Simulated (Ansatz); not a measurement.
The starting structures come from a database of crystals and need not be the phases stable at ambient conditions.

Data:

```yaml
crystal:
  lattice:
    - [5.51439, 0.00000, 0.00000]
    - [0.00000, 5.51960, 0.00000]
    - [2.29966, 0.00000, 5.08695]
  atoms:
    - { symbol: Co, position: [0.72821, 0.50188, 0.78781] }
    - { symbol: Co, position: [0.27179, 0.49812, 0.21219] }
    - { symbol: Co, position: [0.27179, 0.00188, 0.71219] }
    - { symbol: Co, position: [0.72821, 0.99812, 0.28781] }
    - { symbol: P, position: [0.84202, 0.12623, 0.86763] }
    - { symbol: P, position: [0.15798, 0.87377, 0.13237] }
    - { symbol: P, position: [0.15798, 0.62623, 0.63237] }
    - { symbol: P, position: [0.84202, 0.37377, 0.36763] }
    - { symbol: P, position: [0.66063, 0.62737, 0.18177] }
    - { symbol: P, position: [0.33937, 0.37263, 0.81823] }
    - { symbol: P, position: [0.33937, 0.12737, 0.31823] }
    - { symbol: P, position: [0.66063, 0.87263, 0.68177] }
```

Space group of this cell: P2_1/c. The cell is taken as given.

Transport runs along the normal of the first two printed cell vectors.

No gap correction and no spin-orbit coupling; mid-gap values are interpolated between computed energies.

**Question.** Predict the band gap and the smallest decay constant κ at mid-gap from r2SCAN in Ansatz (a first-principles code).

**Answer.** Gap 0.56 eV on a 6×6×6 mesh; κ = 0.151 1/Å, at (0.167, 0.000) of the in-plane reciprocal vectors. At the zone centre, at the nearest computed energy, the slowest state has κ = 0.17 1/Å.
